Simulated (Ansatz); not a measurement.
We look at the formation energy of the neutral N_C in C (lonsdaleite, P6₃/mmc). Reaction: 127 C (lonsdaleite) + 1/2 N2 (gas) → cell A.

Cell A: a supercell of 128 sites of C (lonsdaleite, P6₃/mmc) with N on a C site (3 C at 1.48 Å); an odd number of electrons; spin state with PBE: parallel moments, net moment 1.0 μB a cell, k-point mesh 3×3×3.
```xyz
128
Lattice="10.0462 0.0000 0.0000 -5.0231 8.7003 0.0000 0.0000 0.0000 8.3607" Properties=species:S:1:pos:R:3 pbc="T T T"
C     -0.0010     1.4486     0.2716
C      1.2542     0.7114     3.9228
C      1.2542     0.7207     2.3584
C      0.0016     1.4512     1.8357
C     -0.0168     1.4228     4.4484
C      1.2542     0.7232     8.1041
C      1.2542     0.7184     6.5382
C     -0.0069     1.4388     6.0164
C     -1.2555     3.6251     0.2689
C      0.0001     2.8687     3.9380
C      0.0036     2.9009     2.3698
C     -1.2530     3.6260     1.8356
C     -1.2436     3.6214     4.4502
C     -0.0029     2.8975     8.1129
C     -0.0058     2.8873     6.5538
C     -1.2527     3.6223     6.0136
C     -2.5116     5.7999     0.2615
C     -1.2357     5.0721     3.9119
C     -1.2533     5.0761     2.3513
C     -2.5119     5.8003     1.8284
C     -2.5037     5.7995     4.4429
C     -1.2536     5.0758     8.0967
C     -1.2513     5.0733     6.5258
C     -2.5096     5.7979     6.0076
C     -3.7689     7.9736     0.2643
C     -2.5108     7.2478     3.9188
C     -2.5124     7.2500     2.3529
C     -3.7689     7.9733     1.8294
C     -3.7689     7.9663     4.4444
C     -2.5127     7.2496     8.0989
C     -2.5115     7.2470     6.5337
C     -3.7689     7.9696     6.0107
C      2.5095     1.4486     0.2716
C      3.7699     0.7158     3.9218
C      3.7645     0.7272     2.3562
C      2.5069     1.4512     1.8357
C      2.5252     1.4228     4.4484
C      3.7662     0.7250     8.1032
C      3.7680     0.7204     6.5393
C      2.5154     1.4388     6.0164
C      1.2542     3.6293     0.2776
C      2.5083     2.8687     3.9380
C      2.5048     2.9009     2.3698
C      1.2542     3.6349     1.8607
C      1.2542     3.3783     4.5463
C      2.5114     2.8975     8.1129
C      2.5142     2.8873     6.5538
C      1.2542     3.5785     6.0160
C     -0.0005     5.8040     0.2573
N      1.2542     5.2940     3.8284
C      1.2542     5.1267     2.3582
C     -0.0062     5.8167     1.8206
C      0.0145     5.8385     4.4155
C      1.2542     5.0757     8.0949
C      1.2542     5.0654     6.5181
C      0.0118     5.7967     5.9936
C     -1.2576     7.9763     0.2617
C     -0.0126     7.2778     3.9160
C     -0.0063     7.2652     2.3492
C     -1.2599     7.9811     1.8259
C     -1.2588     7.9804     4.4444
C     -0.0006     7.2520     8.0948
C      0.0026     7.2490     6.5282
C     -1.2556     7.9731     6.0099
C      5.0210     1.4517     0.2662
C      6.2773     0.7358     3.9208
C      6.2773     0.7328     2.3544
C      5.0199     1.4542     1.8315
C      5.0199     1.4527     4.4465
C      6.2773     0.7284     8.1007
C      6.2773     0.7289     6.5360
C      5.0207     1.4511     6.0123
C      3.7639     3.6251     0.2689
C      5.0171     2.9032     3.9229
C      5.0195     2.9036     2.3575
C      3.7614     3.6260     1.8356
C      3.7520     3.6214     4.4502
C      5.0206     2.9014     8.1027
C      5.0204     2.9011     6.5365
C      3.7611     3.6223     6.0136
C      2.5089     5.8040     0.2573
C      3.7441     5.0722     3.9119
C      3.7617     5.0761     2.3513
C      2.5146     5.8167     1.8207
C      2.4939     5.8385     4.4155
C      3.7621     5.0758     8.0967
C      3.7597     5.0733     6.5258
C      2.4967     5.7967     5.9937
C      1.2542     7.9789     0.2604
C      2.5210     7.2778     3.9160
C      2.5148     7.2651     2.3492
C      1.2542     7.9847     1.8263
C      1.2542     7.9914     4.4433
C      2.5090     7.2520     8.0948
C      2.5059     7.2490     6.5282
C      1.2542     7.9816     6.0077
C      7.5336     1.4518     0.2662
C      8.7847     0.7158     3.9218
C      8.7901     0.7272     2.3562
C      7.5347     1.4542     1.8315
C      7.5347     1.4527     4.4465
C      8.7884     0.7250     8.1032
C      8.7867     0.7204     6.5393
C      7.5339     1.4511     6.0123
C      6.2773     3.6257     0.2653
C      7.5375     2.9032     3.9229
C      7.5351     2.9036     2.3575
C      6.2773     3.6266     1.8314
C      6.2773     3.6253     4.4459
C      7.5340     2.9014     8.1027
C      7.5342     2.9011     6.5365
C      6.2773     3.6247     6.0112
C      5.0201     5.7999     0.2615
C      6.2773     5.0734     3.9184
C      6.2773     5.0755     2.3534
C      5.0203     5.8003     1.8284
C      5.0121     5.7995     4.4429
C      6.2773     5.0751     8.0989
C      6.2773     5.0738     6.5325
C      5.0181     5.7979     6.0076
C      3.7660     7.9763     0.2617
C      5.0193     7.2478     3.9188
C      5.0209     7.2500     2.3529
C      3.7684     7.9811     1.8259
C      3.7673     7.9804     4.4444
C      5.0211     7.2496     8.0989
C      5.0200     7.2470     6.5337
C      3.7640     7.9731     6.0099
```

Reference: C (lonsdaleite, P6₃/mmc), 128 atoms in the cell, the relaxed perfect crystal repeated, atoms not moved again, k-point mesh 3×3×3 on the run's own vectors.

Reference: an isolated N2 molecule (singlet) in a box of 11 × 11 × 13 Å.

All numbers come from Ansatz (an electronic-structure program), plane waves with PAW, its default PAW set, cutoff 420 eV, 500 eV for r2SCAN. The structures are at rest with PBE, within the held lattices; other levels are single points on them. HSE06 runs on coarser k-point meshes, mended by the PBE difference between the two meshes. Neutral cells; Fermi-Dirac smearing of at most 0.05 eV in the solids, energies taken to zero width. The lattices are those relaxed with PBE, so at other levels the solids can be strained, which adds to the spread. Larger cells are relaxed from a start prepared with the learned potential CHGNet, on a coarser mesh till forces fall under 0.03 eV/Å, which some starts already meet. A dispersion term (D3(BJ), or D4 for r2SCAN) was computed beside these levels and is taken off wherever the name lacks it. Static lattices, no vibrational contributions. No structure search was made; lower ones may exist. No search over spin orders was made beyond those shown. No correction for cell size. Mesh and cell size may move defect energies by 0.1 eV or more.

Estimate the value that HSE06 returns for this input.

3.93 eV, for 127 C (lonsdaleite) + 1/2 N2 (gas) → cell A.

How does the value move with the functional?


```csv
Method,value (eV),less HSE06
r2SCAN,3.77,-0.16
```

The levels shown span 0.16 eV, from r2SCAN (3.77) to HSE06 (3.93).
